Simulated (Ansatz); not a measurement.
# Pb under a change: 1 layer

Base system: Pb in the fcc (Cu type) structure (space group Fm-3m, No. 225; a = 4.9909 Å). Axes: x, y, z lie along the cube axes.

Modification: a free-standing slab of 1 layer (1 atom, 1 a layer) is cut normal to [111], with 15 Å of vacuum and the in-plane cell held at bulk; forces were under the threshold from the start, so the atoms kept their bulk positions.

Method: r2SCAN (Ansatz, a quantum-chemistry and plane-wave program, PAW, without spin-orbit coupling). k-mesh 15×15×1 (Γ-centred); smearing 0.05 eV (Fermi–Dirac), for the changed cell.

```json
[
 {"quantity": "layer's space group (with vacuum)", "base": "–", "changed": "P6/mmm (No. 191)", "shift": "–"},
 {"quantity": "shortest interatomic distance", "base": "3.529 Å", "changed": "3.529 Å", "shift": "0.000 Å"},
 {"quantity": "band gap", "base": "zero", "changed": "zero", "shift": "–"}
]
```

No phonon test of stability was made.
